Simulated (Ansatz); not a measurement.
Computed paths: Si-vacancy pair in zinc-blende BN, charge state -2

Defect: Si-vacancy pair (Si on one host B site, one B site vacant) in zinc-blende BN, charge state -2. The numbers are results of PBE, PAW (plane waves to 420 eV; Ansatz, a quantum-chemistry and plane-wave program), not measurements.

64-site cell at the relaxed PBE lattice, a 2×2×2 k-point mesh shifted by half a step, smearing 0.01 eV, spin-restricted, no finite-size correction. Energies are static. The charge state is imposed; whether it is stable for some Fermi level was not computed. Forms of the defect that were not tried may lie lower.

Barriers: single points on a 3×3×3 k-point mesh shifted by half a step at the bands' geometries.

```csv
Route,Start site over the lowest site run (eV),Hop (Å),Forward barrier (eV),Backward barrier (eV),Neighbours at the start,Neighbours at the saddle,Saddle order,"Forward, on the band's own sampling (eV)"
a nearby B atom hops onto the vacant site (Si-vacancy distance between ideal sites 2.56 Å throughout),0.00,2.57,3.69,3.69,"N at 1.48, N at 1.55, 2 N at 1.59 Å","B at 1.92, B at 2.18; N at 1.38, 2 N at 1.69, 2 N at 2.11 Å",first order,3.69
a nearby B atom hops onto the vacant site (Si-vacancy distance between ideal sites 2.56 → 3.62 Å),0.00,2.47,3.72,3.13,"N at 1.48, 2 N at 1.59, N at 1.60 Å","B at 2.01, B at 2.19; N at 1.38, N at 1.76, N at 1.79, N at 1.98, N at 2.07 Å",first order,3.72
```

Paths come from nudged elastic bands with a climbing image.   A further band (direct exchange of Si with the vacancy (Si-vacancy distance between ideal sites 2.56 Å throughout), 2.34 Å) gave 1.40 eV forward on its own sampling, 1.40 eV above the lowest site run, but a shoulder points to a second hump between its images, so it is not taken as a result.
